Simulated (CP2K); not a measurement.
Input and output of a self-consistent single point for LaS2 (P4/nmm, 6 atoms in the cell) (CP2K).

Computed with PBEsol, GPW, DZVP-MOLOPT-SR-GTH basis, GTH-PBE potentials (GTH_POTENTIALS) (CP2K).

The change in words: lattice scaled by 0.98. Reference geometry:
```xyz
6
Lattice="4.0463 0.0000 0.0000 0.0000 4.0463 0.0000 0.0000 0.0000 8.3177" Properties=species:S:1:pos:R:3 pbc="T T T"
La     0.0000     2.0232     6.0239
La     2.0232     0.0000     2.2938
S      0.0000     2.0232     3.0274
S      2.0232     0.0000     5.2903
S      0.0000     0.0000     0.0000
S      2.0232     2.0232     0.0000
```

Reference input (self-consistent single point, DFT PBEsol, GPW, DZVP-MOLOPT-SR-GTH basis, GTH-PBE potentials (GTH_POTENTIALS)): CUTOFF = 500 Ry; REL_CUTOFF = 60 Ry; SMEAR/METHOD = FERMI_DIRAC; ELECTRONIC_TEMPERATURE = 1160.45 K; KPOINTS/SCHEME = MONKHORST-PACK 7 7 4; GAMMA_CENTERED = T; XC_FUNCTIONAL = PBE:PBESOL; La/BASIS_SET = DZVP-MOLOPT-SR-GTH-q11; La/POTENTIAL = GTH-PBE-q11; S/BASIS_SET = DZVP-MOLOPT-SR-GTH-q6; S/POTENTIAL = GTH-PBE-q6; METHOD = GPW. This run's input differs from it in these lines:

```diff
@@ -68,3 +68,3 @@
     &CELL
-      ABC 4.04634000 4.04634000 8.31768000
+      ABC 3.96541300 3.96541300 8.15132600
       ALPHA_BETA_GAMMA 90.00000000 90.00000000 90.00000000
```

The program printed (abridged):

```
 SCF WAVEFUNCTION OPTIMIZATION

  Step     Update method      Time    Convergence         Total energy    Change
     1 NoMix/Diag. 0.30E+00      -     1.23648318      -105.1145137343 -1.05E+02
     2 Broy./Diag. 0.30E+00      -     0.02098016      -104.1451412068  9.69E-01
     3 Broy./Diag. 0.30E+00      -     0.07069079      -104.2035898529 -5.84E-02
     4 Broy./Diag. 0.30E+00      -     0.00209072      -104.3251199284 -1.22E-01
     5 Broy./Diag. 0.30E+00      -     0.00422506      -104.3510865384 -2.60E-02
     6 Broy./Diag. 0.30E+00      -     0.00104452      -104.3637132266 -1.26E-02
   [... 5 lines left out ...]
    12 Broy./Diag. 0.30E+00      -     0.00001471      -104.3746038243  1.86E-04
    13 Broy./Diag. 0.30E+00      -     0.00000703      -104.3745172609  8.66E-05
    14 Broy./Diag. 0.30E+00      -     0.00000397      -104.3744588914  5.84E-05
    15 Broy./Diag. 0.30E+00      -     0.00000096      -104.3744398928  1.90E-05
  *** SCF run converged in    15 steps ***

  Overlap energy of the core charge distribution:               0.00000000000010
  Self energy of the core charge distribution:               -224.31997060149780
  Core Hamiltonian energy:                                     47.00960327330867
  Hartree energy:                                              90.67545409787778
  Exchange-correlation energy:                                -17.73839574133228
  Electronic entropic energy:                                  -0.00113092277032
  Fermi energy:                                                 0.31611672643228

  Total energy:                                              -104.37443989278336
  Total energy (extrapolated to T->0):                       -104.37387443139819

                     Mulliken Population Analysis

   [... lines left out ...]

 STRESS| Analytical stress tensor [bar]
 STRESS|                        x                   y                   z
 STRESS|      x        3.14618058166E+04  -4.63528845580E-05   8.47786651907E-07
 STRESS|      y       -4.63528845580E-05   3.14618432020E+04   3.61465175178E-06
 STRESS|      z        8.47786651907E-07   3.61465175178E-06   2.75680309341E+04
 STRESS| 1/3 Trace                                             3.01638933176E+04
```

The run converged in 15 iterations. Against the reference run the free energy goes up by 1.5 meV/atom, the pressure goes from -2.38 to 3.02 GPa and the largest force goes from 0.060 to 0.029 eV/Å.

The starting cell comes from a database of computed structures (which also holds hypothetical and non-ambient phases and stackings), without a prior relaxation at this level. For this run, on top of that: lattice scaled by 0.98. Values carry the incompleteness of an atom-centred basis. The potentials were made for another functional than the one used. With a pressure of about 3 GPa the cell is away from its equilibrium volume at this level.

Cost on one core of a shared machine: roughly 90 s.
